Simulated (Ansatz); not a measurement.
The starting structures come from a database of crystals and need not be the phases stable at ambient conditions.

 Where the default PAW files enter, the runs use the earlier of Ansatz's two default sets.

Input:

```xyz
20
Lattice="4.8469 0.0000 0.0000 0.0000 4.9854 0.0000 0.0000 0.0000 7.0899" Properties=species:S:1:pos:R:3 pbc="T T T"
Al     3.6248     4.8333     2.7679
Al     1.2222     0.1521     4.3220
Al     3.6456     2.3406     0.7771
Al     1.2013     2.6448     6.3129
Al     3.6456     0.1521     6.3129
Al     1.2013     4.8333     0.7771
Al     3.6248     2.6448     4.3220
Al     1.2222     2.3406     2.7679
O      4.3282     4.4770     4.6368
O      0.5187     0.5084     2.4531
O      2.9422     1.9843     5.9981
O      1.9047     3.0011     1.0919
O      2.9422     0.5084     1.0919
O      1.9047     4.4770     5.9981
O      4.3282     3.0011     2.4531
O      0.5187     1.9843     4.6368
O      4.6075     3.7391     0.0000
O      0.2394     1.2464     0.0000
O      2.6629     1.2464     3.5450
O      2.1840     3.7391     3.5450
```

Space group of this cell: Pbcn. The cell is taken as given; by r2SCAN its mean pressure is -7.5 GPa.

Level of theory: r2SCAN (plane waves, PAW; Ansatz, a program for electronic structure).

The current runs along the normal of the first two printed vectors; no spin-orbit coupling. Scaled by the factor s: the length along the current (ions clamped). The meshes follow the cell: 6×6×6 and 6×6 across at s = 0.97, 6×6×4 and 6×6 across at s = 1.00, 6×6×4 and 6×6 across at s = 1.03.

```json
[
 {"s": "0.97", "mean pressure (GPa)": "-0.1", "band gap (eV)": "6.46"},
 {"s": "1.00", "mean pressure (GPa)": "-7.5", "band gap (eV)": "6.20"},
 {"s": "1.03", "mean pressure (GPa)": "-13.4", "band gap (eV)": "?"}
]
```

Task: Take the slope of the band gap against ln s from the two given rows, extrapolate to s = 1.03, and say what the run there gives.

Result: Slope = (6.46 − 6.20) / ln 0.97 = -8.54 eV. The line gives 6.20 + (-8.54) × ln 1.03 = 5.95 eV. The run gives 5.89 eV, 0.06 eV under the line, 23 % of the predicted step.
